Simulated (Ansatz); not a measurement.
GePt (model structure, started from the WC type, P-6m2, No. 187, 2 atoms in the cell): c axis length by level of theory

No measured value is used here.

```
level (code)         value (Å)
-------------------  ---------
PBE (Ansatz)             2.866
PBEsol (Ansatz)          2.830
PBE-D3(BJ) (Ansatz)      2.949
r²SCAN (Ansatz)          2.744
```

The crystal itself was run without spin with PBE, PBEsol, PBE-D3(BJ), r²SCAN; a magnetic state was not tried in these runs. Density-functional levels without +SOC have no spin–orbit coupling. Ansatz's density-functional and Hartree–Fock values are scalar-relativistic unless marked +SOC, with PAW data made under PBE.

A model structure was made by putting elements into a prototype or built by hand; it is no filed structure, need not be a known phase, and can be a saddle point held by its symmetry.

Ansatz is a program for electronic structure.
